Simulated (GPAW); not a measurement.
Band structure of TiCo (Pm-3m, 2 atoms in the cell).

```
CELL_PARAMETERS angstrom
      2.95505     0.00000     0.00000
      0.00000     2.95505     0.00000
      0.00000     0.00000     2.95505
ATOMIC_POSITIONS crystal
  Ti 0.00000 0.00000 0.00000
  Co 0.50000 0.50000 0.50000
```
Moments meant for the start (each program seeds them in its own way; μB, in the order of the atoms Ti Co): 1.0 3.0.

Level of theory: PBE, GPAW PAW datasets PBE (gpaw-data 1.0.1) (plane waves; GPAW 25.7.0).

Settings: spinpol = true; mode = pw; ecut = 850 eV; xc = PBE; kpts = 8 8 8; mesh shift (steps) = 0 0 0; occupations.name = methfessel-paxton; occupations.width = 0.1 eV; occupations.order = 0; nbands = -6; convergence.density = 1e-05 e/electron; convergence.energy = 1e-05 eV/electron; symmetry.symmorphic = false; symmetry.tolerance = 0.0005.

The starting cell comes from a database of computed structures (which also holds hypothetical and non-ambient phases and stackings), without a prior relaxation at this level. Its lattice was rescaled by a random factor within 2.5 % of one. With one magnetic atom in the cell only a parallel order is possible.

Levels in eV from the Fermi level, bands 8 to 15 of the first spin channel:
```tsv
point	8	9	10	11	12	13	14	15
Γ	-1.89	-1.89	-1.89	0.55	0.55	2.85	2.85	2.85
X	-2.01	-2.01	-1.52	-0.69	-0.57	0.73	0.73	2.38
M	-2.79	-1.52	-0.76	0.67	0.67	1.21	2.62	2.62
R	-2.15	-2.15	-2.15	-1.49	-1.49	3.39	3.39	7.14
```

Bands cross the Fermi level along this path, so the cell is metallic at this level.

The net moment of the cell came out as 0.91 μB.
